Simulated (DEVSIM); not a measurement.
System: Si n-i-p diode, at 450 K.

Layer 1 from the left is Si, thickness (μm) 0.280, Nd (cm⁻³) 3.6e18, τn (s) 6.5e-6, τp (s) 6.5e-6. Layer 2 from the left is Si, thickness (μm) 0.260, Na (cm⁻³) 5e11, τn (s) 6.5e-6, τp (s) 6.5e-6. Layer 3 from the left is Si, thickness (μm) 0.830, Na (cm⁻³) 1.4e19, τn (s) 6.5e-6, τp (s) 6.5e-6.

Left contact: ohmic. Right contact: ohmic. Voltage is applied to the left contact. Recombination: SRH at mid-gap, Auger. Mobility is μmin + (μ − μmin)/(1 + (N/Nref)^α).

The device is made up for the run: typed textbook-type constants, with dimensions and the other settings drawn at random. Values at 300 K; Nc and Nv go as T^1.5, mobilities as T to minus their exponent, the gap by Varshni's rule with the affinity fixed.

Si: gap (eV) 1.124, affinity (eV) 4.05, permittivity 11.7, Nc (cm⁻³) 2.86e19, Nv (cm⁻³) 3.1e19, μn (cm²/Vs) 1417, μp (cm²/Vs) 470, μn,min 52, μp,min 45, Nref,n 9.7e16, Nref,p 2.2e17, αn 0.68, αp 0.72, T exponent of μn 2.3, T exponent of μp 2.2, Cn (cm⁶/s) 2.8e-31, Cp (cm⁶/s) 9.9e-32, Varshni α (eV/K) 0.000473, Varshni β (K) 636.

Simulated with DEVSIM: 1D drift-diffusion, Boltzmann statistics, complete ionisation; no tunnelling, impact ionisation, image-force lowering or self-heating.

Task: What does the simulation give for the dark forward voltage at 1 A/cm², the dark forward voltage at 100 A/cm², the potential step across the device at zero bias?

Result: dark forward voltage at 1 A/cm² 0.447 V; dark forward voltage at 100 A/cm² 0.626 V; potential step across the device at zero bias 0.923 V.
